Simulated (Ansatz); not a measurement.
Take AlN in the zinc blende structure (space group F-43m, No. 216; a = 4.3423 Å) as the base. Axes: x, y, z lie along the cube axes.

One thing is altered: biaxial strain +3.00 %, plane normal [001], relaxed out of plane (Cartesian); in-plane vectors clamped, the third vector and the atoms free.

Method: LDA, PAW, 420 eV (Ansatz, an electronic-structure program; no SOC).

Give the band edges at the high-symmetry points of the new zone, measured from its valence-band maximum.


| point | valence edge (eV) | conduction edge (eV) |
|---|---|---|
| Γ | 0.00 | 4.00 |
| X | -1.75 | 3.20 |
| P | -2.92 | 6.26 |
| N | -0.40 | 6.91 |
| M | -2.30 | 2.91 |
| S | -2.00 | 4.25 |
| S₀ | -2.00 | 4.25 |
| R | -2.86 | 5.34 |
| G | -2.86 | 5.34 |

The gap is 2.91 eV, indirect, Γ → M.

Stability against distortions was not tested. This is not the structure that AlN has at room temperature and ambient pressure. Labels are those of the standard path for the cell's own space group.
